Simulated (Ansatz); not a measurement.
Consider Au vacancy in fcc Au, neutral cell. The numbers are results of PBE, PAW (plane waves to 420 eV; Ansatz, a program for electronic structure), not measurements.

32-site cell at the relaxed PBE lattice, a 2×2×2 k-point mesh shifted by half a step, smearing 0.10 eV, spin-restricted, no finite-size correction. No zero-point or tunnelling terms. Spin-orbit coupling is left out. Forms of the defect that were not tried may lie lower.

Barriers: single points on a 4×4×4 k-point mesh shifted by half a step at the bands' geometries (they differ from the bands' own by up to 0.18 eV, and are uncertain by about as much).

The step: one Au atom jumps into the vacancy from a nearby Au site; the atom moves 2.83 Å along (0.00, 0.48, -0.48) of the unit cell; the moving atom starts with neighbours 4 Au at 2.89, 2 Au at 2.94, 4 Au at 2.96, Au at 2.99 Å and ends with 4 Au at 2.89, 2 Au at 2.94, 4 Au at 2.96, Au at 2.99 Å.

Task: Give the migration barrier of this step at the level PBE, PAW.

Result: 0.58 eV, the same both ways. At the saddle the moving atom has neighbours 4 Au at 2.69, 3 Au at 3.17, Au at 3.18 Å. The saddle point's order was not checked, and it lies on a symmetry element of the cell, where a band can be held.
